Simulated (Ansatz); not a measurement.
BiVO4 (I4₁/amd, No. 141, 12 atoms in the cell; start mp-545850; a measured phase of this formula has another space group)

Method: HSE06 (Ansatz, a quantum-chemistry and plane-wave program, PAW).

Settings: plane-wave cutoff 460 eV, 6×6×6 k mesh, Fermi–Dirac smearing 0.01 eV, no spin polarisation, scalar-relativistic PAW data made under PBE.

Cell (relaxed with PBEsol):

Space group I4₁/amd, origin choice 1 (No. 141); a = b = 7.304 Å, c = 6.404 Å, α = β = γ = 90.00°

```json
[
 {"atom": "V", "site": "4b", "symmetry": "-4m2", "x": "0.0000", "y": "0.0000", "z": "0.5000"},
 {"atom": "Bi", "site": "4a", "symmetry": "-4m2", "x": "0.0000", "y": "0.0000", "z": "0.0000"},
 {"atom": "O", "site": "16h", "symmetry": ".m.", "x": "0.3189", "y": "0.0000", "z": "0.0800"}
]
```
(The calculation used a cell of 12 atoms; values per cell refer to that cell.)

For BiVO4 (I4₁/amd, No. 141, 12 atoms in the cell; start mp-545850; a measured phase of this formula has another space group), the band gap is 3.72 eV. The Γ–Γ gap comes out as 5.11 eV.

Note: cell and atoms aren't relaxed at this level (largest force component 0.49 eV/Å, pressure -1.2 GPa).

Spin–orbit coupling is not included; with these elements it can move the gap by several tenths of an eV or more.

The computed numbers hold no vibrational or temperature effects.

The result took about 13 core-minutes (a rough figure).

A start named mp-… is a Materials Project structure, which need not be a measured phase.
